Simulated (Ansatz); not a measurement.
**Pressure series in HfO2**

Base system: HfO₂ (space group P4_2/nmc, No. 137; a = 3.5770 Å, c = 5.2036 Å).

Cell and atoms are relaxed at each pressure.

Method: r2SCAN (Ansatz, a quantum-chemistry and plane-wave program, PAW, no spin-orbit coupling), earlier PAW set.

| pressure (GPa) | volume per atom (Å³/atom) |
|---|---|
| -2 | 11.215 |
| -1 | 11.155 |
| 0 | 11.096 |
| 0.3 | 11.079 |
| 0.7 | 11.057 |
| 1.5 | 11.012 |
| 3 | ? |
| 7.5 | 10.714 |
| 10 | 10.604 |

Problem. Fit the third-order Birch–Murnaghan form P(V) = (3B₀/2)[(V₀/V)^(7/3) − (V₀/V)^(5/3)]·[1 + (3/4)(B₀′ − 4)((V₀/V)^(2/3) − 1)] (squares taken in P) to the rows shown and predict the withheld row.

Solution. Least squares on the printed values gives V₀ = 11.096 Å³/atom, B₀ = 193 GPa, B₀′ = 5.8; this predicts 10.933 Å³/atom, and the run gives 10.933 Å³/atom, in agreement.

Load acts through the strain it causes; cell and atoms are relaxed under it. Whether these cells are dynamically stable was not tested. No other phases were tried under pressure. This is not the structure that HfO2 has at room temperature and ambient pressure.
